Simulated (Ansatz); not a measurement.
Start from SiC in the wurtzite structure (space group P6_3mc, No. 186).

```yaml
crystal:
  lattice:
    - [3.07595, 0.00000, 0.00000]
    - [-1.53798, 2.66385, 0.00000]
    - [0.00000, 0.00000, 5.04778]
  atoms:
    - { symbol: Si, position: [0.33333, 0.66667, 0.99959] }
    - { symbol: Si, position: [0.66667, 0.33333, 0.49959] }
    - { symbol: C, position: [0.33333, 0.66667, 0.37541] }
    - { symbol: C, position: [0.66667, 0.33333, 0.87541] }
```

Cartesian axes are those of the cell as printed.

Method: DFT with PBEsol, PAW potentials and a 420 eV plane-wave cutoff in Ansatz (a quantum-chemistry and plane-wave program), no SOC.

Strains are applied to the cell and any free atomic positions relax.

One change was made to it. Results:

The electron mass goes from 0.26 mₑ along c, 0.43 mₑ across (at K) to 0.27 mₑ along z, 0.43 mₑ across (at K); the smallest direct gap goes up by 0.10 eV to 3.96 eV; the pressure (mean of the normal stresses, compression positive) goes from zero to -3.76 GPa; the valence-band top at Γ (three highest levels, from the VBM) goes from 0.00, 0.00, -0.11 eV to 0.00, 0.00, -0.28 eV.

### Question
Which of these changes matches the shifts?
A) uniaxial strain ε_zz = +2.40 %
B) uniaxial strain ε_zz = +3.00 %
C) uniaxial strain ε_zz = +0.60 %
D) uniaxial strain ε_zz = +1.80 %

### Answer
D, uniaxial strain ε_zz = +1.80 %. For comparison, the valence-band top at Γ in the other runs: uniaxial strain ε_zz = +0.60 % gives 0.00, 0.00, -0.17 eV; uniaxial strain ε_zz = +3.00 % gives 0.00, 0.00, -0.37 eV; uniaxial strain ε_zz = +2.40 % gives 0.00, 0.00, -0.33 eV.

Masses are band curvatures over ±0.01 Å⁻¹ around the edge. No phonon test of stability was made.
